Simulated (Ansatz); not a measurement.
The parent structure is CdSe in the zinc blende structure (space group F-43m, No. 216; a = 6.133 Å). Axes: x, y, z lie along the cube axes.

Level of theory: Kohn–Sham DFT with the r2SCAN functional, run in Ansatz (a quantum-chemistry and plane-wave program) with PAW and 500 eV plane waves, scalar-relativistic without spin-orbit coupling, earlier PAW set.

Base values:

- Valence-band top at Γ = 0.00, 0.00, 0.00 eV
- Pressure = 0.01 GPa
- Band gap = 1.03 eV

Now apply this change: strain tensor (xx, yy, zz, yz, xz, xy) = (−0.85, +0.12, −1.99, +0.73, +0.26, −0.49) %, atoms relaxed at fixed cell.

Q: Predict the new energy relative to the base.

A: The energy grows by 4.6 meV/atom.

Q: Estimate the effect on the valence-band top at Γ.

A: The valence-band top at Γ (three highest levels, from the VBM) changes from 0.00, 0.00, 0.00 eV to 0.00, -0.06, -0.11 eV.

Q: What does the calculation give for the pressure after the change?

A: The pressure (mean of the normal stresses, compression positive) increases by 1.49 GPa to 1.50 GPa.

Q: What happens to the band gap?

A: The band gap hardly moves (1.03 eV against 1.04 eV).

Whether these cells are dynamically stable was not tested.
